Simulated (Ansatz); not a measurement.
The reference is HfO2 in the fluorite structure (space group Fm-3m, No. 225; a = 5.044 Å). Axes: x, y, z lie along the cube axes.

Level of theory: PBEsol (Ansatz, a first-principles code), without spin-orbit coupling.

Before the change:

| Quantity | Result |
|---|---|
| Band gap | 3.69 eV |
| Electron mass | 1.1 mₑ along k, 0.70 mₑ across (at X) |

One thing is altered: the cell is stretched by 0.50 % along z with no lateral relaxation, atoms relaxed at fixed cell.

Problem. What does the calculation give for the band gap after the change?

Solution. The band gap shrinks by 0.03 eV to 3.66 eV.

Problem. Estimate the effect on the energy relative to the base.

Solution. The energy grows by 0.5 meV/atom.

Problem. Predict the new electron mass.

Solution. The electron mass stays 1.1 mₑ along k, 0.70 mₑ across (at X).

With Hf present, leaving out spin-orbit coupling can change the band edges. The cells carry an imposed strain or load. Masses are band curvatures over ±0.01 Å⁻¹ around the edge. Along k means along the line from Γ to the band edge. Stability against distortions was not tested. This is not the structure that HfO2 has at room temperature and ambient pressure.
